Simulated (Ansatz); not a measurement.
```
Ca
1.0
    0.00000     2.72756     2.72756
    2.72756     0.00000     2.72756
    2.72756     2.72756     0.00000
Ca
1
Direct
  0.00000   0.00000   0.00000
```

This is the lattice part alone, without phonon-electron scattering, which would lower it where carriers are present.

Estimate the lattice thermal conductivity at 300 K from a three-phonon Boltzmann calculation with natural isotopes, PBEsol in Ansatz (third-order constants from a 27-atom supercell out to 5.8 Å, harmonic mesh 6×6×6, k mesh 12×12×12, scattering mesh 15×15×15).

κ = 10 W/(m K). The result is for a perfect infinite crystal and omits four-phonon processes.

Ansatz is a quantum-chemistry and plane-wave program.
